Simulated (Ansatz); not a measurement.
Results of PBEsol+SOC (plane waves, PAW; Ansatz, an electronic-structure program) for TaO₂F (P4₂/mmc, No. 131, 8 atoms in the cell; start mp-33997).

Settings: plane-wave cutoff 520 eV, 8×8×6 k mesh (along the axes of the cell as run), Fermi–Dirac smearing 0.01 eV, PAW data made under PBE.

Cell (relaxed with PBEsol):

TaFO2 has the tetragonal space group P4₂/mmc (No. 131), Pearson symbol tP8. Cell: a = b = 3.9427 Å, c = 7.7093 Å, α = β = γ = 90.00°. Ta on 2a sees 4 O at 1.927–1.971 Å and 2 F at 1.971 Å (octahedral). O1 on 2e is surrounded by 2 Ta at 1.927 Å (linear). O2 on 2d has 2 Ta at 1.971 Å (linear). F on 2c has 2 Ta at 1.971 Å (linear). (Neighbours: up to the widest gap in distance over summed covalent radii, below 1.35, at either atom; cation-cation and far metal-metal contacts left out.)

Q: Predict the band gap and smallest direct gap on the k points sampled.

A: 
* **band gap**: 2.00 eV (indirect)
* **smallest direct gap on the k points sampled**: 2.37 eV

Note: cell and atoms aren't relaxed at this level (pressure -0.2 GPa).

A start named mp-… is a Materials Project structure, which need not be a measured phase.
